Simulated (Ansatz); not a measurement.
Consider the following.

```yaml
crystal:
  lattice:
    - [4.15174, 0.00000, 0.00000]
    - [0.00000, 5.87145, 0.00000]
    - [2.07587, 2.93573, 2.31188]
  atoms:
    - { symbol: W, position: [0.00000, 0.00000, 0.00000] }
    - { symbol: Ge, position: [0.50000, 0.72577, 0.00000] }
    - { symbol: Ge, position: [0.50000, 0.27423, 0.00000] }
```

No spin polarisation.

All numbers come from r2SCAN (Ansatz, a quantum-chemistry and plane-wave program; PAW; 500 eV plane waves; no spin-orbit coupling). k-mesh 13×13×13 (Γ-centred); smearing 0.05 eV (Fermi–Dirac).

**Question.** What is the computed pressure (mean of the normal stresses, compression positive)?

**Answer.** -1.3 GPa.

**Question.** What is the computed band gap?

**Answer.** Zero.

The cells carry an imposed strain or load. No phonon test of stability was made. All final runs are without spin polarisation. Under biaxial strain −3.40 %, plane normal [110], relaxed out of plane the cell ends below the base's energy or with stress of the wrong sign: the atoms slid into a distortion or the cell is elastically unstable, so the base is not a stable minimum at this level. The cell was made from WGe$_{2}$ (space group Fm-3m, No. 225; a hypothetical phase, not in the database extracts checked) by this change: biaxial strain −3.40 %, plane normal [110], relaxed out of plane. WGe2 has a high density of states at the Fermi level and may be magnetic at this level.
